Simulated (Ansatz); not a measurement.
Functionals compared on a constructed model of the (0001) surface of hcp Co, ferromagnetic, a pseudomorphic layer of Ga in the host's stacking (bottom of the slab: a bare face, its two planes held), in Ansatz (plane waves, PAW). The structure was relaxed with PBE; the other rows are single points on it. Cutoff 420 eV.

Set-up: 7 atoms, 12.2 Å thick at the start with caps and adatoms (thin: gaps and levels are the slab's own); mesh 17x17x1; 0.1 eV smearing; dipole correction on; 2 atoms held, the rest relaxed; held to the start's symmetry, so lower structures may exist; spin-polarised, ending with about 9.7 μB a cell; orders that need a larger cell were not tried, no spin-orbit, no U. In PBE it is, or lies within 0.01 eV a 1x1 cell of, the lowest of the 2 structures of its composition computed so far; subsurface sites and larger cells were not tried. These notes are the PBE run's.

```tsv
functional	work function of the top face (eV)	magnetic moment of the cell (μB)	rough cost of the single point
PBE	3.88	9.72	–
RPBE	3.75	9.81	around 2.0 core-minutes (rough)
```

Ansatz is a quantum-chemistry and plane-wave program.
